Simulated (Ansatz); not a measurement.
Abridged Ansatz (a first-principles code) output:

```
Relaxation: its limit of steps is 50 (relax.max_steps)
Pseudopotential: Mo, paw, valence charge 14
Crystal: 1 atoms, lattice volume = 14.767 Å³
Basis set: ecut = 500 eV, 377 PW (Γ), exchange–correlation on 96×96×80 points (64 copies of the dense FFT grid, shifted against one another)
Bands: 11, of which v1, the nominal top of the filled ones, is band 7 counted from 1 (6 counted from 0)
Symmetry: 16 space group operations
k-points: 726 of 9261
Functional: x = r2scan, c = r2scan; τ floored in thin density (d = 2e-4 eV/Å³)
SCF iter   1: F=—  HF=-4967.516062 eV  |F-HF|=—  |Δ(HF+E_count)|=         —  Δρ=9.22e-3  dr2=9.12e-3  dr2_τ=2.00e-2  ethr=1.77e-3  ⟨swp⟩=5.4  Hψ=49240  notcnv=0
SCF iter   2: F=—  HF=-4967.517124 eV  |F-HF|=—  |Δ(HF+E_count)|=   1.06e-3  Δρ=3.12e-3  dr2=2.92e-4  dr2_τ=3.53e-4  ethr=6.52e-5  ⟨swp⟩=3.0  Hψ=21086  notcnv=0  defer=22
SCF 1 converged in 6 iterations: F = -4967.517395 eV  dr2 = 7.58e-11
relax step   1: F+E_penalty+E_count = -4967.51739513 eV  Δ(F+E_penalty+E_count) = +0.000e0 eV  max|allowed force component| = 0.000e0 eV/Å  Δτ_max = 0.0000 Å  P = +18.037 GPa  Ω = 14.767 Å³  fix = [a, b, gamma]  reactions: a +24.649, b +24.649 GPa  (6 SCF iters, dr2 threshold 1.00e-7 eV, accepted)
[... steps on the carried basis left out ...]
relax step   4: F+E_penalty+E_count = -4967.51945095 eV  Δ(F+E_penalty+E_count) = -1.235e-5 eV  max|allowed force component| = 0.000e0 eV/Å  Δτ_max = 0.0000 Å  P = +14.930 GPa  Ω = 14.911 Å³  energy of the carried Pulay correction = -6.947e-5 eV  fix = [a, b, gamma]  reactions: a +22.398, b +22.398 GPa  (3 SCF iters, dr2 threshold 1.00e-7 eV, accepted)
Crystal: 1 atoms, lattice volume = 14.911 Å³
SCF iter   1: F=—  HF=-4967.519519 eV  |F-HF|=—  |Δ(HF+E_count)|=         —  Δρ=8.58e-5  dr2=6.38e-8  dr2_τ=2.39e-7  ethr=1.16e-8  ⟨swp⟩=3.5  Hψ=73733  notcnv=0
SCF iter   2: F=—  HF=-4967.519521 eV  |F-HF|=—  |Δ(HF+E_count)|=   1.79e-6  Δρ=4.31e-5  dr2=1.76e-8  dr2_τ=5.94e-8  ethr=4.56e-10  ⟨swp⟩=1.8  Hψ=9423  notcnv=0
SCF 5 converged in 6 iterations: F = -4967.519521 eV  dr2 = 2.96e-14
SCF converged after 6 iterations
Free energy (F): -4967.519521 eV
Internal energy: -4967.514236 eV  (E = F + TS)
E sigma→0 (E₀):  -4967.516879 eV
Entropy (-TS):   -0.005286 eV (-5.286 meV/atom)
Fermi energy:    22.276483 eV
--- Forces (eV/Å), atoms counted from 1 ---
  atom   1  Mo    -0.00000000     0.00000000     0.00000000
--- Stress (GPa, compression-positive) ---
       22.400652       0.000000      -0.000000
        0.000000      22.400652       0.000000
       -0.000000       0.000000      -0.007192
  P = ⅓ Tr σ = 14.9314 GPa (149.314 kbar)
--- Relaxed structure (4 steps of the walk, 3 accepted, 1 SCFs on fresh bases) ---
  cell:  # Å, volume = 14.9106 Å³
    - [3.0336956019, 3.6824176677004746e-22, -4.7267927901750526e-11]
    - [3.6824424016707603e-22, 3.0336956019, 4.72679293648964e-11]
    - [1.5168478009752435, -1.5168478009752435, 1.620132228532803]
  atoms:
    - { symbol: Mo, position: [0.0, 0.0, 0.0] }
```

### Question
What was computed, and what are the main results?

### Answer
Mo, 1 atom in the cell, with r2SCAN, PAW, 500 eV (Ansatz; no SOC). The last SCF converged to F = -4967.519521 eV, or -4967.5195 eV per atom, at a pressure of 14.93 GPa. The total energy compares only with runs of the same code, potentials and settings.

Without a gap, meshes like the base's 21×21×21 leave anisotropic stresses uncertain by several tenths of a GPa, and small strain energies with them. The cells carry an imposed strain or load. Whether these cells are dynamically stable was not tested. The final runs are not spin-polarised. The cell was made from Mo in the bcc (W type) structure (space group Im-3m, No. 229) by this change: biaxial strain −3.71 %, plane normal [001], relaxed out of plane.

Keys are those of Ansatz 0.2.
